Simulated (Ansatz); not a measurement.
V_O (beta Ga2O3 host)

Computed with PBE, PAW (plane waves to 420 eV; Ansatz, a first-principles code). A supercell of 120 sites (1×3×2 repeats of a cell of 20 atoms) was used; the energies come from a 2×2×2 shifted sampling of its zone. Site at the start: the O(2) site. Finite-size correction: monopole term and site-potential alignment. Dielectric constants: PBE linear response of the host. Host gap at this level: 2.01 eV. These values are not converged in cell size to better than tenths of an eV. The semilocal functional narrows the gap, so deep levels can fall outside it. Spin–orbit coupling is left out. Each state is the lowest found from its start.

Formation energies E_f are given with the Fermi level at the valence-band maximum. Chemical conditions: Ga-rich (Δμ(O) = -3.04 eV; only phases computed here count, gases as isolated molecules at 0 K); O-rich (Δμ(O) = 0.00 eV; only phases computed here count, gases as isolated molecules at 0 K). Reference phases: O: O2 molecule in a box.

Charges with a result: +2, +1, 0, −1. Others weren't obtained, and one of them could lie lower, also by skipping a charge.

```csv
charge,moment (μB),point group,largest move off a lattice site (Å),image correction with alignment (eV),"E_f, Ga-rich (eV)","E_f, O-rich (eV)"
+2,not spin-polarised,Cs,0.99,0.36,-2.24,0.80
+1*,quenched,Cs,0.92,–,–,–
0,not spin-polarised,Cs,0.33,0.01,1.22,4.26
−1*,quenched,Cs,0.36,–,–,–
```

* At this level the carrier isn't localised at the defect: at charge +1 electrons occupy the conduction band; at charge −1 electrons occupy the conduction band. Such a state is shallow or no state of the defect, and this cell gives it no level.

Point groups are those of the whole cell at tolerances of 0.03 and 0.1 Å ("near" where only the looser one holds); none is given for unsettled states.

Starting moments that weren't kept: charge +1 began with 1 μB and ended with 0.0; charge −1 began with 1 μB and ended with 0.0.

Flagged in the runs: a doubtful potential alignment, a host whose relaxation on this sampling wasn't shown to rest.

All states together cost about 8 core-hours (a rough figure).
